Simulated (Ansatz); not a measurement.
# CsPbBr3: carrier doping

The reference is CsPbBr₃ in the cubic perovskite structure (space group Pm-3m, No. 221; a = 5.872 Å).

Carriers are added at fixed cell with a uniform background; the Fermi–Dirac width is that of 300 K.

Method: Ansatz (a program for electronic structure), PBEsol, PAW, cutoff 420 eV, scalar-relativistic without spin-orbit coupling.

Candidates:
(a) electrons 2.0×10^21 cm⁻³
(b) electrons 5.0×10^21 cm⁻³
(c) electrons 7.0×10^21 cm⁻³
(d) holes 2.0×10^21 cm⁻³

Base values:

| Property | Value |
|---|---|
| Gap between the host's bands | 1.43 eV |

Question: Order them by gap between the host's bands, lowest first.

Answer: (c) electrons 7.0×10^21 cm⁻³ (1.40 eV), (b) electrons 5.0×10^21 cm⁻³ (1.43 eV), (a) electrons 2.0×10^21 cm⁻³ (1.45 eV), (d) holes 2.0×10^21 cm⁻³ (1.48 eV)

Charged cell with a jellium background: band edges are those of the host's band count, energies are not comparable with the neutral cell, and many-body gap narrowing is missing. Spin-orbit coupling, missing from the scalar runs, can matter with Pb. No phonon test of stability was made. Many cubic perovskites are stable only at high temperature; tilts and polar distortions were not tested. This is not the structure that CsPbBr3 has at room temperature and ambient pressure.
